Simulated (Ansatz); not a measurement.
Take V2O3 in the corundum structure (space group R-3c, No. 167; a = 4.7746 Å, c = 14.2284 Å (hexagonal axes); ferromagnetic) as the base.

The values are results of DFT with PBEsol, PAW potentials and a 420 eV plane-wave cutoff in Ansatz (a program for electronic structure), no spin-orbit coupling, not measurements.

Before the change:

| Property | Value |
|---|---|
| Lattice parameter a | 4.775 Å |
| Largest site moment | 0.80 μB |
| Magnetic state | ferromagnetic |

The change: cell and atoms relaxed at a pressure of 10 GPa.

Q: How does this affect the lattice parameter a?

A: The lattice parameter a falls by 0.072 Å, from 4.775 Å to 4.703 Å.

Q: Predict the new largest site moment.

A: The largest site moment hardly moves (0.80 μB against 0.76 μB).

Q: What does the calculation give for the magnetic state after the change?

A: The magnetic state stays ferromagnetic.

Other magnetic orders, which the real material may have, were not ruled out. Load acts through the strain it causes; cell and atoms are relaxed under it. Whether these cells are dynamically stable was not tested. No other phases were tried under pressure. No Hubbard U is applied, and correlation can decide whether such a compound is a metal. The base started in C2/c and relaxed to R-3c at this level.
